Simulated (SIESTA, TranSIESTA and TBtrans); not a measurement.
Run with TranSIESTA and TBtrans (open boundaries, self-consistent; PseudoDojo norm-conserving potentials, scalar-relativistic): Spin polarized, PAO.BasisSize DZP, PAO.EnergyShift 0.15 eV, XC.Authors PBE, Mesh.Cutoff 200 Ry, ElectronicTemperature 300 K, TS.Voltage 0.0 eV, TBT.Elecs.Eta 0.001 eV.

System: Ta chain with one bond stretched by 3.0 Å. Leads: straight Ta chain, spacing 2.35 Å. Geometry: as built, not relaxed.

Task: Predict: conductance at 300 K (G0 = 2e²/h); thermopower (μV/K); mean T from −0.5 to 0.5 eV.

Result: conductance at 300 K (G0 = 2e²/h): 0.11; thermopower (μV/K): -5.8; mean T from −0.5 to 0.5 eV: 0.12. The magnetic order of the leads was set by the start, and no other order was tried; the separate lead runs end at 1.06 (left) and 1.06 (right) μB an atom. The straight chain is held at its spacing; free chains may zigzag or dimerise. Spin-orbit coupling, left out here, matters for the heavy atoms.
